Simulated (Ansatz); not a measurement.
The starting structures come from a database of crystals and need not be the phases stable at ambient conditions.

 Where the default PAW files enter, the runs use the earlier of Ansatz's two default sets.

Input:

```yaml
crystal:
  lattice:
    - [4.16811, 0.00000, 0.00000]
    - [-2.08406, 3.60969, 0.00000]
    - [0.00000, 0.00000, 6.83999]
  atoms:
    - { symbol: In, position: [0.66667, 0.33333, 0.50020] }
    - { symbol: In, position: [0.33333, 0.66667, 0.00020] }
    - { symbol: P, position: [0.66667, 0.33333, 0.87480] }
    - { symbol: P, position: [0.33333, 0.66667, 0.37480] }
```

Space group of this cell: P6_3mc, wurtzite. The cell is taken as given.

Level of theory: r2SCAN (plane waves, PAW; Ansatz, a program for electronic structure).

The current runs along the normal of the first two printed vectors; no spin-orbit coupling. Scaled by the factor s: both lengths across the current (ions clamped). Meshes 12×12×6 and 12×12 across the current in all rows.

```json
[
 {"s": "0.98", "mean pressure (GPa)": "3.2", "band gap (eV)": "?"},
 {"s": "1.00", "mean pressure (GPa)": "0.1", "band gap (eV)": "1.10"},
 {"s": "1.02", "mean pressure (GPa)": "-2.3", "band gap (eV)": "0.89"}
]
```

### Question
Take the slope of the band gap against ln s from the two given rows, extrapolate to s = 0.98, and say what the run there gives.

### Answer
Slope = (0.89 − 1.10) / ln 1.02 = -10.6 eV. The line gives 1.10 + (-10.6) × ln 0.98 = 1.31 eV. The run gives 1.28 eV, 0.03 eV under the line, 16 % of the predicted step.
